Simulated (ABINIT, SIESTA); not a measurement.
A SIESTA input for a self-consistent single point of MgBr2 (P-3m1, 3 atoms in the cell) (DFT, LDA PW92, numerical atomic orbitals TZP, PseudoDojo LDA standard norm-conserving potentials (rewritten from UPF to PSML)):

```
# files in the folder: Mg.psml Br.psml (PseudoDojo LDA standard)
SystemName  MgBr2
SystemLabel mgbr2

NumberOfAtoms                3
NumberOfSpecies              2
%block ChemicalSpeciesLabel
  1 12 Mg
  2 35 Br
%endblock ChemicalSpeciesLabel
LatticeConstant              1.0 Ang
%block LatticeVectors
     3.686191000    0.000000000    0.000000000
    -1.843095000    3.192334000    0.000000000
     0.000000000    0.000000000    6.117662000
%endblock LatticeVectors
AtomicCoordinatesFormat      Ang
%block AtomicCoordinatesAndAtomicSpecies
     0.000000000    0.000000000    0.000000000  1
    -0.000001510    2.128223731    1.428351724  2
     1.843097510    1.064110269    4.689310276  2
%endblock AtomicCoordinatesAndAtomicSpecies

XC.functional                LDA
XC.authors                   PW92
PAO.BasisSize                TZP
PAO.EnergyShift              0.005 Ry
MeshCutoff                   300 Ry
%block kgrid.MonkhorstPack
   10   0   0  0.0
    0  10   0  0.0
    0   0   6  0.0
%endblock kgrid.MonkhorstPack
OccupationFunction           FD
ElectronicTemperature        10 K

MaxSCFIterations             150
SCF.Mixer.Method             Pulay
SCF.Mixer.Weight             0.1
SCF.Mixer.History            8
SCF.DM.Tolerance             1.0E-05
Diag.ParallelOverK           true
WriteForces                  true
Charge.Mulliken              end
```

Question: Write the same calculation as an input for ABINIT.

Answer: One input that does it (others would too):

```
# MgBr2, PseudoDojo nc-sr-04 LDA standard
pp_dirpath "./"
pseudos "Mg.upf, Br.upf"
acell 6.9658902883 6.9658902883 11.5607057030
rprim
         1.0000000000   -0.0000000297    0.0000000000
        -0.4999999743    0.8660254186    0.0000000000
         0.0000000000    0.0000000000    1.0000000000
natom 3
ntypat 2
znucl 12 35
typat 1 2 2
xcart
         0.0000000000    0.0000000000    0.0000000000
         0.0000001194    4.0217586331    2.6991935675
         3.4829452039    2.0108792132    8.8615121355
ecut 42 Ha
occopt 1
nband 15
kptopt 1
ngkpt 10 10 6
nshiftk 1
shiftk 0 0 0
nstep 60
tolvrs 1.0e-10
prtwf 0
prtden 0
```

Basis, cutoffs, solver keys and any potentials are the target program's own. This input uses DFT, LDA (PW92), plane waves, norm-conserving pseudopotentials (PseudoDojo nc-sr-04 LDA standard). LDA parametrisations can differ slightly between programs.

The starting cell comes from a database of computed structures (which also holds hypothetical and non-ambient phases and stackings), without a prior relaxation at this level. Its lattice was rescaled by a random factor within 2.5 % of one. For this run, on top of that: lattice scaled by 0.98.
